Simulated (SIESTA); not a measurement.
**A self-consistent single point of Sn (I4_1/amd, 2 atoms in the cell) with SIESTA**

Method of the run: GGA PBE, numerical atomic orbitals DZP, PseudoDojo PBE standard norm-conserving potentials (rewritten from UPF to PSML) run with SIESTA 5.4.2.

Input as run:

```
# files in the folder: Sn.psml (PseudoDojo PBE standard)
SystemName  Sn
SystemLabel siesta

NumberOfAtoms                2
NumberOfSpecies              1
%block ChemicalSpeciesLabel
  1 50 Sn
%endblock ChemicalSpeciesLabel
LatticeConstant              1.0 Ang
%block LatticeVectors
    -2.923745000    2.923745000    1.594770000
     2.923745000   -2.923745000    1.594770000
     2.923745000    2.923745000   -1.594770000
%endblock LatticeVectors
AtomicCoordinatesFormat      Ang
%block AtomicCoordinatesAndAtomicSpecies
     2.923745000    0.000000000    0.797385000  1
     0.000000000    0.000000000    0.000000000  1
%endblock AtomicCoordinatesAndAtomicSpecies

XC.functional                GGA
XC.authors                   PBE
PAO.BasisSize                DZP
PAO.EnergyShift              0.01 Ry
MeshCutoff                   400 Ry
%block kgrid.MonkhorstPack
    6   0   0  0.0
    0   6   0  0.0
    0   0   6  0.0
%endblock kgrid.MonkhorstPack
OccupationFunction           MP
OccupationMPOrder            0
ElectronicTemperature        100.0 meV

MaxSCFIterations             150
SCF.Mixer.Method             Broyden
SCF.Mixer.Weight             0.25
SCF.Mixer.History            6
SCF.DM.Tolerance             1.0E-05
Diag.ParallelOverK           true
WriteForces                  true
Charge.Mulliken              end
```

Output (repeated stretches shortened):

```
reinit: Reading from file input.fdf

reinit: System Name: Sn
reinit: System Label: siesta

coor:   Atomic-coordinates input format  =     Cartesian coordinates
coor:                                          (in Angstroms)

siesta: Atomic coordinates (Bohr) and species
siesta:      5.52508   0.00000   1.50684  1        1
siesta:      0.00000   0.00000   0.00000  1        2

siesta: System type = bulk

initatomlists: Number of atoms, orbitals, and projectors:      2    36    64

siesta: ******************** Simulation parameters ****************************
redata: Spin configuration                          = none
redata: Time-Reversal Symmetry                      = T
redata: Number of Atomic Species                    =        1
redata: Mesh Cutoff                                 =   400.0000 Ry
redata: Net charge of the system                    =     0.0000 |e|
redata: Min. number of SCF Iter                     =        0
redata: Max. number of SCF Iter                     =      150
redata: SCF convergence failure will abort job
redata: SCF mix quantity                            = Hamiltonian
redata: Mix DM or H after convergence               =   F
redata: Recompute H after scf cycle                 =   F
redata: Mix DM in first SCF step                    =   T
redata: No kicks to SCF
redata: DM Mixing Weight for Kicks                  =     0.5000
redata: Require Harris convergence for SCF          =   F
redata: Harris energy tolerance for SCF             =     0.000100 eV
redata: Require DM convergence for SCF              =   T
redata: DM tolerance for SCF                        =     0.000010
redata: Require EDM convergence for SCF             =   F
redata: EDM tolerance for SCF                       =     0.001000 eV
redata: Require H convergence for SCF               =   T
redata: Hamiltonian tolerance for SCF               =     0.001000 eV
redata: Require (free) Energy convergence for SCF   =   F
redata: (free) Energy tolerance for SCF             =     0.000100 eV
redata: Using DFT-D3 dispersion                     =   F
redata: Using Saved Data (generic)                  =   F
redata: Method of Calculation                       = Diagonalization
redata: Electronic Temperature                      =  1160.4518 K
redata: Number of TDED substeps                     =        3
redata: Dynamics option                             = Single-point calculation
redata: Save all siesta data in one NC              =   F
redata: ***********************************************************************

%block SCF.Mixers
  Broyden
%endblock SCF.Mixers

%block SCF.Mixer.Broyden
  # Mixing method
  method broyden

  # Mixing options
  weight 0.2500
  weight.linear 0.2500
  weight.prime 0.2500
  history 6
%endblock SCF.Mixer.Broyden

DM_history_depth set to one: no extrapolation allowed by default for geometry relaxation
Size of DM history Fstack: 1
Total number of electrons:    28.000000
Total ionic charge:    28.000000

* ProcessorY, Blocksize:    1  37

* Orbital distribution balance (max,min):    36    36

k-point displ. along   1 input, could be:     0.00    0.50
k-point displ. along   2 input, could be:     0.00    0.50
k-point displ. along   3 input, could be:     0.00    0.50
 Kpoints in:          144 . Kpoints trimmed:          132

siesta: k-grid: Number of k-points = 132
siesta: k-points from Monkhorst-Pack grid
siesta: k-cutoff (effective) =     9.569 Ang
siesta: k-point supercell and displacements
siesta: k-grid:     6     0     0      0.000
siesta: k-grid:     0     6     0      0.000
siesta: k-grid:     0     0     6      0.000

diag: Algorithm                                     = D&C
diag: Parallel over k                               =   F
diag: Use parallel 2D distribution                  =   F
diag: Parallel block-size                           = 37
diag: Parallel distribution                         =     1 x     1
diag: Used triangular part                          = Lower
diag: Absolute tolerance                            =  0.100E-15
diag: Orthogonalization factor                      =  0.100E-05
diag: Memory factor                                 =  1.0000

superc: Internal auxiliary supercell:     7 x     7 x     5  =     245
superc: Number of atoms, orbitals, and projectors:    490   8820  15680

                        Single-point calculation

superc: Internal auxiliary supercell:     7 x     7 x     5  =     245
superc: Number of atoms, orbitals, and projectors:    490   8820  15680

outcell: Unit cell vectors (Ang):
       -2.923745    2.923745    1.594770
        2.923745   -2.923745    1.594770
        2.923745    2.923745   -1.594770

outcell: Cell vector modules (Ang)   :    4.431688    4.431688    4.431688
outcell: Cell angles (23,13,12) (deg):     97.4405     97.4405    137.8173
outcell: Cell volume (Ang**3)        :     54.5302
new_DM -- step:     1
Initializing Density Matrix...

Attempting to read DM from file... Failed...
DM filled with atomic data:

InitMesh: MESH = 50 x 50 x 64 = 160000
InitMesh: Mesh cutoff (required, used) =   400.000   404.141 Ry

stepf: Methfessel-Paxton step function
       Using Hermite-Gauss polynomials of order  0

        iscf     Eharris(eV)        E_KS(eV)     FreeEng(eV)     dDmax    Ef(eV) dHmax(eV)
   scf:    1    -4288.370518    -4288.411606    -4288.416164  0.844047 -3.142704  2.862257
   scf:    2    -4288.678673    -4288.549180    -4288.553850  0.041510 -3.218713  1.869719
   scf:    3    -4288.719416    -4288.646980    -4288.652752  0.074755 -3.367802  0.033482
   scf:    4    -4288.646987    -4288.646987    -4288.652788  0.001313 -3.370425  0.003860
   scf:    5    -4288.646990    -4288.646988    -4288.652792  0.000310 -3.370586  0.004159
   scf:    6    -4288.646995    -4288.646992    -4288.652794  0.000317 -3.370465  0.002412
   [... 4 lines left out ...]
   scf:   11    -4288.646998    -4288.646998    -4288.652796  0.000030 -3.370302  0.000236
   scf:   12    -4288.646999    -4288.646998    -4288.652796  0.000020 -3.370300  0.000174
   scf:   13    -4288.646999    -4288.646998    -4288.652796  0.000014 -3.370298  0.000130
   scf:   14    -4288.646999    -4288.646999    -4288.652796  0.000011 -3.370297  0.000098
   scf:   15    -4288.646999    -4288.646999    -4288.652796  0.000008 -3.370297  0.000074

SCF Convergence by DM+H criterion
max |DM_out - DM_in|         :     0.0000080424
max |H_out - H_in|      (eV) :     0.0000739455
SCF cycle converged after 15 iterations

Using DM_out to compute the final energy and forces

siesta: E_KS(eV) =            -4288.6470

siesta: E_KS - E_eggbox =     -4288.6470

siesta: Atomic forces (eV/Ang):
     1   -0.000064    0.000064   -0.000000
     2   -0.000088    0.000088    0.000000
   Tot   -0.000153    0.000153    0.000000
   Max    0.000088
   Res    0.000063    sqrt( Sum f_i^2 / 3N )
   Max    0.000088    constrained

Stress tensor Voigt[x,y,z,yz,xz,xy] (kbar):      -37.81      -37.81       -6.34        0.01        0.01        0.20
(Free)E + p*V (eV/cell)    -4287.7231
Target enthalpy (eV/cell)    -4288.6528

siesta: Program's energy decomposition (eV):
siesta: Ebs     =      -567.153442
siesta: Eions   =      3641.738807
siesta: Ena     =       127.191499
siesta: Ekin    =      2545.815992
siesta: Enl     =     -2122.069934
siesta: Eso     =         0.000000
siesta: Edftu   =         0.000000
siesta: DEna    =         2.101162
siesta: DUscf   =         0.533778
siesta: DUext   =         0.000000
siesta: Ex      =     -1131.781736
siesta: Ec      =       -68.698953
siesta: Exc     =     -1200.480688
siesta: Eharris =     -4288.646999
siesta: Etot    =     -4288.646999
siesta: FreeEng =     -4288.652796

siesta: Stress tensor (static) (eV/Ang**3):
siesta:    -0.023597    0.000128    0.000007
siesta:     0.000128   -0.023597    0.000007
siesta:     0.000007    0.000007   -0.003956

siesta: Cell volume =         54.530193 Ang**3

siesta: Pressure (static):
siesta:                Solid            Molecule  Units
siesta:           0.00018570          0.00018569  Ry/Bohr**3
siesta:           0.01704991          0.01704970  eV/Ang**3
siesta:          27.31697046         27.31662715  kBar

mulliken: Atomic and Orbital Populations:

Species: Sn
Atom  Qatom  Qorb
               5s      5s      5py     5pz     5px     5py     5pz     5px
               4dxy    4dyz    4dz2    4dxz    4dx2-y2 5dxy    5dyz    5dz2
               5dxz    5dx2-y2
   1 14.000   1.319   0.189   0.471   0.406   0.471   0.183   0.172   0.183
              2.014   2.007   2.002   2.007   2.002   0.044   0.088   0.162

              0.088   0.191
   2 14.000   1.319   0.189   0.471   0.406   0.471   0.183   0.172   0.183
              2.014   2.007   2.002   2.007   2.002   0.044   0.088   0.162

              0.088   0.191

mulliken: Qtot =       28.000

Mulliken Atomic Populations:
Atom #   charge [q] valence [e]  Species
     1    -0.000019   14.000019  Sn
     2     0.000019   13.999981  Sn
 Total    -0.000000
```

The run converged in 15 iterations.

The starting cell has typed, rounded lattice constants, without a prior relaxation at this level. Its lattice was rescaled by up to half a per cent. Values carry the incompleteness of an atom-centred basis.

Cost on one core of a shared machine: roughly 60 s.
